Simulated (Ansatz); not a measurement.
The parent structure is InSb in the zinc blende structure (space group F-43m, No. 216; a = 6.5559 Å).

Method: plane-wave PAW DFT at the r2SCAN level (Ansatz, an electronic-structure program, 500 eV), spin-orbit coupling left out.

Before the change:

| Quantity | Value |
|---|---|
| Band gap | zero |
| Pressure | 0.0 GPa |

Now apply this change: an isotropic linear strain of −2.90 %; the atoms relax in the strained cell.

**Question.** What does the calculation give for the energy relative to the base, band gap, pressure and hole mass after the change?

**Answer.** The energy grows by 41 meV/atom; the band gap changes from zero to 0.57 eV; the pressure goes from zero to 4.8 GPa; the hole mass (degenerate bands, along [100]) comes out as 0.032, 0.28, 0.28 mₑ (at Γ).

Spin-orbit coupling, missing from the scalar runs, can matter with Sb. Effective masses come from finite differences of ±0.01 Å⁻¹. No phonon test of stability was made. All final runs are without spin polarisation. Gaps under 0.05 eV, about the width of the smearing, are given as zero. The zero or small gap of InSb can change with the level of theory.
